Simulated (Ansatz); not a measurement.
Consider a periodic stack without vacuum, beta Ga2O3 (1 0 0) on cubic CsPbBr3 (0 0 1) (film strained to the substrate, started from cuts of the bulks and a machine-learned relaxation; slabs Cs2Pb3Br8 and Ga16O24, which can lie off the formulas): substrate slab Cs2Pb3Br8, film Ga16O24, surface cells [[0, 1], [-1, 0]] and [[0, -1], [2, 0]], film strained by -2.7 and +2.1 %, outermost planes BrPb/BrPb and GaO/GaO as cut, which need not be the usual terminations and can put a slab off its formula. Its start:

```xyz
53
Lattice="6.0000 0.0000 0.0014 0.0000 6.0000 -0.0068 0.0062 2.4690 27.5478" Properties=species:S:1:pos:R:3 pbc="T T T"
Cs    -0.0160     5.9392     4.3605
Pb     2.8367     2.9975     1.4659
Br    -0.1048     2.8907     1.9743
Br     2.9956     5.9474     1.9835
Br     2.9414     2.9643     4.4591
Cs    -0.0268     6.0516    10.3770
Pb     3.0010     2.9930     7.3893
Br    -0.0048     2.9945     7.3765
Br     3.0074     5.9896     7.3689
Br     2.9759     2.9952    10.3253
Pb     2.9852     3.0075    13.3083
Br    -0.0337     3.1334    12.7760
Br     2.9268     6.0296    12.7830
Ga     1.3340     3.4840    25.3357
Ga     1.3193     6.4833    25.3305
Ga     2.7563     4.9689    16.8214
Ga     2.7470     1.9645    16.8523
Ga     4.3559     4.9745    25.8513
Ga     4.3218     7.9918    25.8832
Ga     5.7724     3.4716    16.2571
Ga     5.7611     6.4638    16.2592
O      5.6242     3.4780    26.1537
O      5.6039     6.4890    26.1449
O      4.4580     4.9611    15.9799
O      4.4382     1.9728    15.9590
O      3.0291     3.5029    26.1833
O      3.0051     6.4646    26.2370
O      1.0608     4.9676    15.9712
O      1.0638     1.9629    15.9678
O      2.7387     3.4736    17.9357
O      2.7418     6.4628    17.9339
O      1.3246     4.9836    24.2283
O      1.3360     7.9806    24.2287
Ga     5.7437     4.9701    19.2586
Ga     5.7452     1.9701    19.2707
Ga     4.3087     3.4763    22.8790
Ga     4.3114     6.4859    22.8678
Ga     2.8097     3.4735    19.9055
Ga     2.8113     6.4709    19.9054
Ga     1.2418     4.9772    22.2514
Ga     1.2479     7.9783    22.2495
O      4.0721     4.9719    20.0719
O      4.0705     1.9730    20.0754
O      5.9902     3.4752    22.0963
O      5.9931     6.4804    22.0871
O      1.4244     4.9725    20.1269
O      1.4275     1.9726    20.1311
O      2.6256     3.4778    22.0239
O      2.6264     6.4781    22.0175
O      4.2795     4.9855    23.9569
O      4.2787     7.9790    23.9698
O      5.7688     3.4651    18.1732
O      5.7670     6.4727    18.1693
```

The start was prepared with a machine-learned potential, and the result is one local minimum, with the in-plane cell held and forces under 0.04 eV/Å; the film can end far from its bulk form.

Calculation: PBE (plane waves to 420 eV, PAW; Ansatz, a quantum-chemistry and plane-wave program). No spin–orbit coupling; the runs are not spin-polarised. Its k-point mesh 4×4×1, Fermi–Dirac width 0.05 eV.

Question: Predict the relaxed interface.

Answer: The interface area is 36.0 Å² and the period is 27.56 Å. The heights between the nearest atoms of the two slabs at the two interfaces is 2.74 and 2.76 Å.
